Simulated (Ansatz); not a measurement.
Start from C (space group Im-3m, No. 229; a = 4.362 Å; a hypothetical phase, not in the database extracts checked). Axes: x, y, z lie along the cube axes.

Level of theory: Ansatz (a first-principles code), PBEsol, PAW, cutoff 420 eV, no spin-orbit coupling.

Before the change:

The band gap comes out as 2.45 eV.

One thing is altered: uniaxial stress, 8 GPa compression along x; all other stress components relax to zero.

Q: What happens to the energy relative to the base?

A: The energy grows by 1.8 meV/atom.

Q: Predict the new mean lateral Poisson ratio.

A: The mean lateral Poisson ratio amounts to 0.12.

Q: What happens to the hole mass?

A: The hole mass is 0.28 mₑ along x, 1.4 mₑ across (at H).

Q: What does the calculation give for the band gap after the change?

A: The band gap drops by 0.21 eV (2.45 eV → 2.24 eV).

Q: Estimate the effect on the secant Young's modulus along x.

A: The secant Young's modulus along x comes out as 790 GPa.

Load acts through the strain it causes; cell and atoms are relaxed under it. Masses are band curvatures over ±0.01 Å⁻¹ around the edge. Stability under load was not tested beyond the relaxation.
